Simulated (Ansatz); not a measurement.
Start from GaP in the zinc blende structure (space group F-43m, No. 216; a = 5.438 Å). Axes: x, y, z lie along the cube axes.

Computed with PBEsol (Ansatz, a program for electronic structure, PAW, no SOC).

Strains are applied to the cell and any free atomic positions relax; under biaxial strain the out-of-plane vector relaxes too.

One change was made to it. Results:

```json
[
 {"quantity": "smallest direct gap", "base": "1.80 eV", "after": "1.36 eV"},
 {"quantity": "valence-band top at Γ (three highest levels, from the VBM)", "base": "0.00, 0.00, 0.00 eV", "after": "0.00, -0.32, -0.52 eV"},
 {"quantity": "energy relative to the base (free energy F)", "base": "0 meV/atom", "after": "+18 meV/atom"}
]
```

### Question
Which of these changes matches the shifts?
A. biaxial strain +1.21 %, plane normal [111], relaxed out of plane
B. strain tensor (xx, yy, zz, yz, xz, xy) = (+2.52, −0.54, −1.02, −0.44, +1.29, −0.62) %
C. tensor shear ε_yz = −3.27 %

### Answer
C, tensor shear ε_yz = −3.27 %. For comparison, the valence-band top at Γ in the other runs: strain tensor (xx, yy, zz, yz, xz, xy) = (+2.52, −0.54, −1.02, −0.44, +1.29, −0.62) % gives 0.00, -0.07, -0.30 eV; biaxial strain +1.21 %, plane normal [111], relaxed out of plane gives 0.00, -0.13, -0.13 eV.

Stability against distortions was not tested.
